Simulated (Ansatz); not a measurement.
**Pressure series in SiC**

Consider SiC (space group P6_3mc, No. 186; a = 3.078 Å, c = 10.076 Å).

Cell and atoms are relaxed at each pressure.

Method: DFT with PBEsol, PAW potentials and a 420 eV plane-wave cutoff in Ansatz (a first-principles code), without spin-orbit coupling.

Two rows of this table had their results exchanged by mistake.

```tsv
pressure	volume per atom (Å³)	shortest distance (Å)	band gap
pressure −2 GPa	10.43	1.889	2.11 eV
pressure −1 GPa	10.38	1.886	2.12 eV
pressure 0.9 GPa	10.29	1.881	2.12 eV
pressure 2.1 GPa	9.95	1.860	2.13 eV
pressure 4.5 GPa	10.13	1.871	2.12 eV
pressure 9 GPa	10.24	1.878	2.12 eV
pressure 15 GPa	9.73	1.846	2.13 eV
pressure 22.5 GPa	9.48	1.830	2.13 eV
pressure 30 GPa	9.26	1.816	2.13 eV
```

### Question
Which two?

### Answer
The rows for pressure 2.1 GPa and pressure 9 GPa: the volume has to fall steadily with pressure, so 10.24 Å³ belongs to pressure 2.1 GPa and 9.95 Å³ to pressure 9 GPa.

Load acts through the strain it causes; cell and atoms are relaxed under it. No phonon test of stability was made. Competing high-pressure phases were not computed.
